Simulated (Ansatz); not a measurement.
# Short convergence ladders for Bi (R-3m, 2 atoms in the cell)

```yaml
crystal:
  lattice:
    - [4.14499, -2.26363, 0.00000]
    - [4.14499, 2.26363, 0.00000]
    - [2.90880, 0.00000, 3.72073]
  atoms:
    - { symbol: Bi, position: [0.23400, 0.23400, 0.23400] }
    - { symbol: Bi, position: [0.76600, 0.76600, 0.76600] }
```

Base method: PBEsol, default PAW files made with PBE (plane waves; Ansatz, an electronic-structure program).

Base settings: basis.ecutwfc = 420 eV; kpoints.mp_grid.grid = 9 9 9; hamiltonian.xc = pbesol; hamiltonian.pseudopotentials = {kind: paw} (the program's default PAW files); scf.occupations.method = gaussian; scf.occupations.width = 0.1 eV.

The count of work is k-points × plane waves × bands × iterations; it is no time. Core times come from one kind of shared machine, to one figure; runs under 30 s give none.

**Zone-centre phonons against the cutoff**

In this ladder: phonons.method = dfpt.

The mesh stays at the base's, so the ladder's end is converged at best in this setting alone.

Frequencies are those of the unrelaxed cell, without the LO-TO term of polar crystals.

Only quantities that move along the ladder and can be compared are tabulated.

| basis.ecutwfc | highest zone-centre frequency (cm⁻¹) | core time / last (rough) |
|---|---|---|
| 210 eV | 93.6 | – |
| 250 eV | 108.5 | – |
| 295 eV | 107.4 | – |
| 355 eV | 106.0 | 0.5 |
| 420 eV | 106.0 | 0.6 |
| 505 eV | 106.0 | 0.8 |
| 630 eV | 106.0 | 1 |

Coarsest basis.ecutwfc that holds the highest zone-centre frequency within 5 cm⁻¹ of the last step, with all finer ones: 250 eV; the step before is off by 12 cm⁻¹.

**The size of a vacancy's supercell**

On Bi (R-3m, 4 atoms in the cell), and larger cells.

Steps: 2 x 1 x 1 supercell, one Bi atom taken out, nothing relaxed; 2 x 2 x 1 supercell, one Bi atom taken out, nothing relaxed; and so on, with the mesh thinned in proportion.

Only quantities that move along the ladder and can be compared are tabulated.

| atoms | unrelaxed vacancy energy (eV) | count of work / last | core time / last (rough) |
|---|---|---|---|
| 4 | 1.804 | 0.11 | – |
| 8 | 1.723 | 0.27 | 0.3 |
| 16 | 1.724 | 0.30 | 0.3 |
| 24 | 1.661 | 1.0 | 1 |

Smallest size that holds the unrelaxed vacancy energy within 0.1 eV: not settled: the last two steps still differ by 0.063 eV, over half the tolerance, so the ladder does not show it.

On the base run: the starting cell has typed, rounded lattice constants, without a prior relaxation at this level. Its lattice was rescaled by up to half a per cent.

Left out of this page: 1 run of the series stopped by limits of time or memory.

Keys are those of Ansatz 0.2.
